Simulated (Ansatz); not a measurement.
Take CdS in the zinc blende structure (space group F-43m, No. 216; a = 5.824 Å) as the base.

All numbers come from PBEsol, PAW, 420 eV (Ansatz, a quantum-chemistry and plane-wave program; without spin-orbit coupling).

For the base:

```
Property                     Result
-------------------  --------------
Electron mass        0.11 mₑ (at Γ)
Lattice parameter a         5.824 Å
```

Perturbation: a hydrostatic pressure of 15 GPa.

Question: What does the calculation give for the electron mass after the change?

Answer: The electron mass changes from 0.11 mₑ (at Γ) to 0.14 mₑ (at Γ).

Question: Predict the new lattice parameter a.

Answer: The lattice parameter a shrinks by 0.314 Å, from 5.824 Å to 5.510 Å.

The levels and masses belong to the bands next to the band gap. Load acts through the strain it causes; cell and atoms are relaxed under it. Masses are band curvatures over ±0.01 Å⁻¹ around the edge. No phonon test of stability was made. Tetrahedral semiconductors of this kind turn to denser phases somewhere between about 1 and 50 GPa; those were not computed, so compressed cells here can lie past the real transition.
